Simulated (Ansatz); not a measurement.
# Effect of x(Sr) = 0.25, 4 atoms, P2/m on Ba

The parent structure is Ba in the bcc (W type) structure (space group Im-3m, No. 229; a = 4.8826 Å).

The other end (x = 1) is Sr in the bcc (W type) structure (space group Im-3m, No. 229; a model cell): 51.09 Å³/atom, gap zero; this end may not be an ambient phase.

Perturbation: a fraction x = 0.25 of the Ba sites is given to Sr, ordered in a cell of 4 atoms (starting symmetry P2/m) and fully relaxed.

All numbers come from PBEsol, PAW, 420 eV (Ansatz, a first-principles code; spin-orbit coupling left out). k-mesh 11×7×6 (Γ-centred); smearing 0.05 eV (Fermi–Dirac), for the changed cell.

```tsv
quantity	base	changed	shift
volume per atom	58.20 Å³	56.24 Å³	-1.96 Å³
density	3.92 g/cm³	3.69 g/cm³	-0.23 g/cm³
band gap	zero	zero	–
mixing energy (to 0.01 eV only: unlike meshes or grids)	–	0.00 eV/atom	–
deviation of the volume from the linear (Vegard-type) interpolation	–	-0.3 %	–
```

Final structure:

```
Ba3Sr
1.0
    4.18235     0.00000     0.00000
    0.00000     6.83752     0.00000
   -1.35835     0.00000     7.86635
Ba Sr
3 1
Direct
  0.24856   0.00000   0.24847
  0.75144   0.00000   0.75153
  0.00000   0.50000   0.50000
  0.50000   0.50000   0.00000
```

Each cell is one ordered arrangement of few atoms, which overstates ordering effects compared with a random alloy. No phonon test of stability was made. This is not the structure that Sr has at room temperature and ambient pressure.
